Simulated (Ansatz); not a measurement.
# TiO2 under a change: isotropic strain −1.20 %

Take TiO2 in the rutile structure (space group P4_2/mnm, No. 136; a = 4.6434 Å, c = 2.9638 Å) as the base.

Modification: every lattice vector is shortened by 1.20 %, atoms relaxed at fixed cell.

Level of theory: PBE (Ansatz, a program for electronic structure), no spin-orbit coupling. Settings: 7×7×11 k-points, 0.05 eV Fermi–Dirac smearing.

| quantity | base | changed | shift |
|---|---|---|---|
| space group | P4_2/mnm (No. 136) | P4_2/mnm (No. 136) | – |
| shortest interatomic distance | 3.700 bohr | 3.667 bohr | -0.033 bohr |
| energy relative to the base (free energy F) | 0 meV/atom | +9.6 meV/atom | +9.6 meV/atom |
| pressure (mean of the normal stresses, compression positive) | 0.00 GPa | 8.42 GPa | +8.414 GPa |
| band gap | 1.86 eV | 1.89 eV | +0.03 eV |
| gap character | direct at Γ | direct at Γ | – |
| mean gap deformation potential ΔEg/Δln V | – | -0.9 eV | – |
| width of the top valence band | 1.56 eV | 1.63 eV | +0.07 eV |
| electron mass | 0.58 mₑ along c, 1.2 mₑ across (at Γ) | 0.55 mₑ along c, 1.1 mₑ across (at Γ) | – |
| valence-band top at Γ (three highest levels, from the VBM) | 0.00, -0.43, -0.43 eV | 0.00, -0.46, -0.46 eV | – |

Cost of the whole job for the changed cell (relaxation, final SCF and bands): around 40 core-seconds (rough).

Effective masses come from finite differences of ±0.01 Å⁻¹. No phonon test of stability was made. The final runs are not spin-polarised.
